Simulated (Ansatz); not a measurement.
## A computed series for TiO2: pressure series

Start from TiO₂ in the anatase structure (space group I4_1/amd, No. 141; a = 3.799 Å, c = 9.701 Å).

Cell and atoms are relaxed at each pressure.

Method: plane-wave PAW DFT at the PBE level (Ansatz, an electronic-structure program, 420 eV), no spin-orbit coupling.

Two rows of this table had their results exchanged by mistake.

```csv
pressure,volume per atom (Å³),shortest distance (Å),band gap
pressure −2 GPa,11.80,1.952,2.13 eV
pressure −1 GPa,11.73,1.949,2.13 eV
pressure 0.9 GPa,11.38,1.933,2.10 eV
pressure 2.1 GPa,11.53,1.939,2.12 eV
pressure 4.5 GPa,11.61,1.943,2.12 eV
pressure 9 GPa,11.11,1.922,2.07 eV
pressure 15 GPa,10.77,1.909,2.00 eV
pressure 22.5 GPa,10.40,1.895,1.91 eV
pressure 30 GPa,10.05,1.883,1.82 eV
```

**Question.** Which two?

**Answer.** The rows for pressure 0.9 GPa and pressure 4.5 GPa: the volume has to fall steadily with pressure, so 11.61 Å³ belongs to pressure 0.9 GPa and 11.38 Å³ to pressure 4.5 GPa.

Load acts through the strain it causes; cell and atoms are relaxed under it. Stability against distortions was not tested. Competing high-pressure phases were not computed. The final runs are not spin-polarised.
